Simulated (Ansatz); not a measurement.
MgO (within 0.1 Å of P3m1, No. 156, 12 atoms in the cell; start mp-775808; a measured phase of this formula has another space group), treated with HSE06 in Ansatz (PAW).

Run with plane-wave cutoff 460 eV, 9×9×2 k mesh (along the axes of the cell as run), Fermi–Dirac smearing 0.01 eV, scalar-relativistic PAW data made under PBE.

Cell (relaxed with PBEsol):

```cif
data_Mg6O6
_chemical_formula_sum 'Mg6 O6'
_space_group_name_H-M_alt 'P 1'
_space_group_IT_number 1
_cell_length_a 3.26528
_cell_length_b 3.26528
_cell_length_c 15.50900
_cell_angle_alpha 90.000
_cell_angle_beta 90.000
_cell_angle_gamma 59.996
loop_
_space_group_symop_operation_xyz
  'x, y, z'
loop_
_atom_site_label
_atom_site_type_symbol
_atom_site_fract_x
_atom_site_fract_y
_atom_site_fract_z
_atom_site_occupancy
Mg1 Mg 0.33332 0.33332 0.64812 1
Mg2 Mg 0.33332 0.33332 0.97929 1
Mg3 Mg 0.00000 0.00000 0.81369 1
Mg4 Mg 0.00000 0.00000 0.48191 1
Mg5 Mg 0.00006 0.00006 0.14749 1
Mg6 Mg 0.66675 0.66675 0.31371 1
O1 O 0.33331 0.33331 0.85167 1
O2 O 0.33334 0.33334 0.52046 1
O3 O 0.00001 0.00001 0.01855 1
O4 O 0.00000 0.00000 0.68609 1
O5 O 0.00007 0.00007 0.35297 1
O6 O 0.66673 0.66673 0.18605 1
```

Question: Estimate the band gap that the calculation returns.

Answer: 
band gap: 5.17 eV (on the SCF k mesh)

Note: cell and atoms aren't relaxed at this level (pressure -0.9 GPa).

Computed values are for the static lattice.

It cost about 24 core-minutes (a rough figure) of CPU time.

A start named mp-… is a Materials Project structure, which need not be a measured phase.

Ansatz is a program for electronic structure.
